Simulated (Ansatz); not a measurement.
**N on the S site (N_S) in zinc-blende ZnS**

Computed with PBE, PAW (plane waves to 420 eV; Ansatz, a first-principles code). The supercell holds 64 host sites (2×2×2 repeats of a cell of 8 atoms), with a 2×2×2 shifted k-point sampling for the final energies. Site at the start: the S site. Finite-size and sampling errors can reach tenths of an eV here. The semilocal functional narrows the gap, so deep levels can fall outside it. Spin–orbit coupling is left out. Each state is the lowest found from its start.

| charge | moment (μB) | largest move off a lattice site (Å) | above the lowest spin state (eV) |
|---|---|---|---|
| +1† | fractional | 0.37 | 0.00 |
| +1 | not spin-polarised | 0.37 | 0.00 |
| 0† | fractional | 0.37 | 0.00 |
| −1 | not spin-polarised | 0.38 | 0.00 |

† Not settled in this cell, so no level is given: charge +1: fractional moment; charge 0: fractional moment.
